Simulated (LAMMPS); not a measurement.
MD of KCl (rock salt) at zero pressure, 1728 atoms, as a crystal; each row is its own run.

All values are model results, not measurements: classical MD, pair style eim, file ffield.eim (LAMMPS).

| T (K) | enthalpy (eV/atom) |
|---|---|
| 200 | -3.2875 |
| 470 | -3.2163 |
| 630 | -3.1732 |
| 790 | -3.1296 |
| 940 | -3.0892 |
| 1100 | -3.0451 |
| 1260 | -2.9997 |

Fit a straight line, y = a + b x, to these rows (x is the first column, y the second) and predict the run at x = 300.

Least squares gives a = -3.3433 and b = 0.0002713. At x = 300 the fit predicts -3.2619 eV/atom. The run itself gave -3.2612 ± 0.0001 eV/atom, so the fit is 0.7 meV/atom low.

Caution (rows 470; 630; 790; 940; 1100; 1260): a run this short can hold a crystal over, or a liquid under, the potential's own melting point, which these runs don't give.
